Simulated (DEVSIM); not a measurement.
Device: illuminated Si p-on-n cell, one wavelength, with a back-surface field, at 250 K.

| layer (left to right) | material | thickness (μm) | Nd (cm⁻³) | Na (cm⁻³) | τn (s) | τp (s) | absorption coefficient (cm⁻¹) |
|---|---|---|---|---|---|---|---|
| 1 | Si | 0.950 | - | 5.9e17 | 3.1e-8 | 5.1e-8 | 2300 |
| 2 | Si | 140 | 1.1e16 | - | 1.3e-6 | 1.3e-6 | 2300 |
| 3 | Si | 0.400 | 9.3e18 | - | 1.3e-6 | 1.3e-6 | 2300 |

Left contact: ohmic, minority electron recombination velocity 6e5 cm/s. Right contact: ohmic, minority hole recombination velocity 3e5 cm/s. Voltage is applied to the left contact. Recombination: SRH at mid-gap, radiative, Auger. Light enters at the left, 3.5e17 photons cm⁻² s⁻¹, one pass, no reflection. Mobility is μmin + (μ − μmin)/(1 + (N/Nref)^α).

The device is made up for the run: typed textbook-type constants, with dimensions and the other settings drawn at random. Values at 300 K; Nc and Nv go as T^1.5, mobilities as T to minus their exponent, the gap by Varshni's rule with the affinity fixed.

```tsv
parameter	Si
gap (eV)	1.124
affinity (eV)	4.05
permittivity	11.7
Nc (cm⁻³)	2.86e19
Nv (cm⁻³)	3.1e19
μn (cm²/Vs)	1417
μp (cm²/Vs)	470
μn,min	52
μp,min	45
Nref,n	9.7e16
Nref,p	2.2e17
αn	0.68
αp	0.72
T exponent of μn	2.3
T exponent of μp	2.2
B (cm³/s)	4.7e-15
Cn (cm⁶/s)	2.8e-31
Cp (cm⁶/s)	9.9e-32
Varshni α (eV/K)	0.000473
Varshni β (K)	636
```

DEVSIM, 1D drift-diffusion, Boltzmann statistics, complete ionisation; no tunnelling, impact ionisation, image-force lowering or self-heating.

The minority lifetime in layer 2 was swept, all else fixed.

```
minority lifetime in layer 2 (s)  dark forward voltage at 100 A/cm² (V)  fill factor  short-circuit current (mA/cm²)  open-circuit voltage (V)
--------------------------------  -------------------------------------  -----------  ------------------------------  ------------------------
3.9e-8                                                            1.026         0.84                            35.7                     0.658
1.3e-7                                                            1.011         0.85                            41.0                     0.672
3.9e-7                                                            0.988         0.86                            44.7                     0.684
1.3e-6                                                            0.960         0.86                            47.4                     0.694
3.9e-6                                                            0.942         0.86                            49.1                     0.702
1.3e-5                                                            0.933         0.87                            50.3                     0.709
3.9e-5                                                            0.931         0.87                            50.9                     0.714
```

From the first row to the last the dark forward voltage at 100 A/cm² goes from 1.026 to 0.931. From the first row to the last the fill factor goes from 0.84 to 0.87.
